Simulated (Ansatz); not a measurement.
Start from ZnCu2SnS4 (space group I-4, No. 82).

```yaml
crystal:
  lattice:
    - [-2.70703, 2.70703, 5.41081]
    - [2.70703, -2.70703, 5.41081]
    - [2.70703, 2.70703, -5.41081]
  atoms:
    - { symbol: Cu, position: [0.00000, 0.00000, 0.00000] }
    - { symbol: Cu, position: [0.75000, 0.25000, 0.50000] }
    - { symbol: Zn, position: [0.25000, 0.75000, 0.50000] }
    - { symbol: Sn, position: [0.50000, 0.50000, 0.00000] }
    - { symbol: S, position: [0.63521, 0.62870, 0.52216] }
    - { symbol: S, position: [0.10654, 0.11306, 0.47784] }
    - { symbol: S, position: [0.37130, 0.89346, 0.00652] }
    - { symbol: S, position: [0.88694, 0.36479, 0.99348] }
```

Computed with r2SCAN (Ansatz, a program for electronic structure), no SOC.

Base values:

Hole mass: 0.12 mₑ along c, 0.81 mₑ across (at Γ)

Modification: a hydrostatic pressure of 0.3 GPa.

**Question.** What does the calculation give for the electron mass after the change?

**Answer.** The electron mass is 0.11 mₑ (at Γ).

**Question.** What happens to the hole mass?

**Answer.** The hole mass goes from 0.12 mₑ along c, 0.81 mₑ across (at Γ) to 0.12 mₑ along c, 0.80 mₑ across (at Γ).

The levels and masses belong to the bands next to the band gap. Load acts through the strain it causes; cell and atoms are relaxed under it. Masses are band curvatures over ±0.01 Å⁻¹ around the edge. Whether these cells are dynamically stable was not tested. The final runs are not spin-polarised.
